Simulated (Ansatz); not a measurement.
**Nb: energy against strain**

Nb (bcc, Im-3m, 17.139 Å³/atom and stress up to 0.01 GPa in the relaxed cell) under an equal strain ε in the (001) plane with the normal axis free, as in a coherent film. LDA in Ansatz, a plane-wave DFT program (PAW, default set), 420 eV, 28×28×28 Γ-centred mesh, Fermi-Dirac smearing 0.10 eV.

Here s stands for strain and y for E less E0.

```
strain (%)  E less E0 (meV/atom)
----------  --------------------
-1.50                       6.38
-1.00                       2.68
-0.50                       0.59
0.00                        0.00
0.50                        0.82
1.00                        2.90
1.50                        6.10
3.00                           ?
```

### Question
Using a parabola, estimate the missing y at s = 3.00 from the other rows, showing the fit.

### Answer
Least squares gives y = 0.011 - 0.0121·s + 2.7700·s². Residuals (row less fit): 0.118, -0.113, -0.120, -0.011, 0.123, 0.131, -0.125; standard error 0.149 (degrees of freedom: 4). The quadratic coefficient over the volume, 2.7700 meV × 10⁴ × 0.1602 / 17.139 Å³, is the biaxial elastic modulus of this plane = about 260 GPa. At the withheld row, y = 0.011 - 0.0121 × 3.0 + 2.7700 × 3.0² = 24.905 meV/atom. The calculation gives 21.56 meV/atom, 3.345 meV/atom below the prediction (15.5 % of the range of y in the table). The row lies outside the fitted rows, so this is an extrapolation. From the scatter of the fitted rows alone, a prediction at this place has a standard error of 0.571 meV/atom, so the miss is 5.9 times that.

A polynomial of degree 3 through the 12 other runs of the series gives 21.42 there, so most of the miss is curvature that the fit leaves out. In a metal these values are sensitive to mesh and smearing; energies are taken to zero smearing, stresses follow the free energy. The runs aren't spin-polarised. Rows are the converged runs of the series near zero and its far end; series whose fitted rows scatter by over a few per cent of the range, as at a crossing or softening among them, aren't shown in this form, nor equations of state whose B0' disagrees with the runs' pressures. Most that stay on the fit to the last digits aren't either.
